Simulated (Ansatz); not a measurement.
Consider the following.

```xyz
4
Lattice="3.7323 0.0000 0.0000 -1.8661 3.2322 0.0000 0.0000 0.0000 6.1375" Properties=species:S:1:pos:R:3 pbc="T T T"
Zn     1.8661     1.0774     6.1335
Zn     0.0000     2.1548     3.0648
S      1.8661     1.0774     3.8411
S      0.0000     2.1548     0.7724
```

No spin polarisation.

Calculations: r2SCAN in Ansatz (plane waves to 500 eV, PAW, without spin-orbit coupling). Γ-centred 10×10×6 mesh, Fermi–Dirac width 0.05 eV.

Task: What band gap does the calculation give?

Result: 3.04 eV.

Task: Estimate the electron mass.

Result: 0.18 mₑ along c, 0.22 mₑ across (at Γ).

Task: Predict the gap character.

Result: Direct at Γ.

Load acts through the strain it causes; cell and atoms are relaxed under it. Masses are band curvatures over ±0.01 Å⁻¹ around the edge. Stability against distortions was not tested. Tetrahedral semiconductors of this kind turn to denser phases somewhere between about 1 and 50 GPa; those were not computed, so compressed cells here can lie past the real transition. The cell was made from ZnS in the wurtzite structure (space group P6_3mc, No. 186) by this change: pressure 5 GPa.

Ansatz is a quantum-chemistry and plane-wave program.
